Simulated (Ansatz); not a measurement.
Abridged Ansatz (a quantum-chemistry and plane-wave program) output:

```
Pseudopotential: K, paw, valence charge 9
Pseudopotential: Ta, paw, valence charge 13
Pseudopotential: Se, paw, valence charge 16
Crystal: 5 atoms, lattice volume = 131.133 Å³
Basis set: ecut = 500 eV, 3287 PW (Γ), exchange–correlation on 160×160×160 points (64 copies of the dense FFT grid, shifted against one another)
Bands: 40, of which v1, the nominal top of the filled ones, is band 35 counted from 1 (34 counted from 0)
Symmetry: 48 space group operations
k-points: 35 of 729
Functional: x = r2scan, c = r2scan; τ floored in thin density (d = 2e-4 eV/Å³)
SCF iter   1: F=—  HF=-27927.434317 eV  |F-HF|=—  |Δ(HF+E_count)|=         —  Δρ=3.92e-2  dr2=2.54e0  dr2_τ=7.20e-2  ethr=3.10e-3  ⟨swp⟩=7.3  Hψ=5206  notcnv=0
SCF iter   2: F=—  HF=-27926.867844 eV  |F-HF|=—  |Δ(HF+E_count)|=   5.66e-1  Δρ=2.03e-2  dr2=6.41e-1  dr2_τ=1.69e-1  ethr=3.10e-3  ⟨swp⟩=2.9  Hψ=2531  notcnv=0  defer=6
SCF 1 converged in 9 iterations: F = -27926.700281 eV  dr2 = 4.49e-11
SCF converged after 9 iterations
Free energy (F): -27926.700281 eV
Internal energy: -27926.678940 eV  (E = F + TS)
E sigma→0 (E₀):  -27926.689611 eV
Entropy (-TS):   -0.021342 eV (-4.268 meV/atom)
Fermi energy:    7.746939 eV
--- Forces (eV/Å), atoms counted from 1 ---
  atom   1  K     -0.00000000     0.00000000     0.00000000
  atom   2  Ta     0.00000000     0.00000000     0.00000000
  atom   3  Se     0.00000000     0.00000000     0.00000000
  atom   4  Se     0.00000000    -0.00000000    -0.00000000
  atom   5  Se    -0.00000000    -0.00000000    -0.00000000
--- Stress (GPa, compression-positive) ---
       -0.000341       0.000000       0.000000
        0.000000      -0.000341       0.000000
        0.000000       0.000000      -0.000341
  P = ⅓ Tr σ = -0.0003 GPa (-0.003 kbar)
```

Q: What was computed, and what are the main results?

A: KTaSe3, 5 atoms in the cell, with DFT with r2SCAN, PAW potentials and a 500 eV plane-wave cutoff in Ansatz, no spin-orbit coupling, earlier PAW set. The last SCF converged to F = -27926.700281 eV, or -5585.3401 eV per atom, at a pressure of 0.00 GPa. The total energy compares only with runs of the same code, potentials and settings.

No phonon test of stability was made. All final runs are without spin polarisation. The cell was made from KTaO3 by this change: O → Se; the result is a hypothetical phase, not in the database extracts checked. KTaSe3 has a high density of states at the Fermi level and may be magnetic at this level.
